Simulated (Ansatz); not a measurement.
For CdTe (model structure, started from the WC type, P-6m2, No. 187, 2 atoms in the cell), PBE in Ansatz (PAW) gives:

| Quantity | Result |
|---|---|
| lattice parameter a | 4.242 Å |
| c axis length | 3.808 Å |
| formation enthalpy | -0.133 eV/atom |

Task: What does r²SCAN (PAW; Ansatz, a program for electronic structure) give for the same quantities?

Result: 
- lattice constant a: 4.195 Å (shrinks by 1.1 %)
- lattice parameter c: 3.811 Å (increases by 0.1 %)
- formation enthalpy: -0.204 eV/atom (moves by -0.071 eV/atom)

Changes are worked out from the printed values.

Unless a cell is named, each level is at its own relaxed cell (PBE 29.67, r²SCAN 29.04 Å³/atom).

Levels without +SOC leave out spin–orbit coupling, which shifts energies and cells of such heavy elements.

Ansatz's density-functional and Hartree–Fock values are scalar-relativistic unless marked +SOC, with PAW data made under PBE.

A model structure was made by putting elements into a prototype or built by hand; it is no filed structure, need not be a known phase, and can be a saddle point held by its symmetry.
